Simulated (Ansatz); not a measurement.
# Be under a change: 5 layers

Base system: Be in the hcp (Mg type) structure (space group P6_3/mmc, No. 194; a = 2.264 Å, c = 3.564 Å). Axes: x lies along a and z along c of the hexagonal cell.

It is then changed as follows: a free-standing slab of 5 layers (5 atoms, 1 a layer) is cut normal to the z axis, with 15 Å of vacuum and the in-plane cell held at bulk.

All numbers come from r2SCAN (Ansatz, a quantum-chemistry and plane-wave program), scalar-relativistic without spin-orbit coupling. Settings: 23×23×1 k-points, 0.05 eV Fermi–Dirac smearing, for the changed cell.

| quantity | base | changed | shift |
|---|---|---|---|
| shortest interatomic distance | 2.210 Å | 2.235 Å | +0.025 Å |
| band gap | zero | zero | – |
| excess energy per area of both faces (slab less bulk energy over the cell's area: twice a surface energy) (uncertain by up to 0.2 J/m²) | – | 3.7 J/m² | – |
| thickness between the outermost nuclei | – | 7.30 Å | – |
| change of the spacing d12 from its bulk value of 1.782 Å | – | +3.0 % | – |
| change of the spacing d23 from its bulk value of 1.782 Å | – | +1.7 % | – |

Final structure:

```
CELL_PARAMETERS angstrom
      2.26369     0.00000     0.00000
      1.13184     1.96041     0.00000
      0.00000     0.00000    22.12771
ATOMIC_POSITIONS crystal
  Be 0.66667 0.66667 0.33515
  Be 0.33333 0.33333 0.41808
  Be 0.66667 0.66667 0.50000
  Be 0.33333 0.33333 0.58192
  Be 0.66667 0.66667 0.66485
```

Slab and bulk use different k-meshes, which limits the precision of the excess energy. Whether these cells are dynamically stable was not tested.
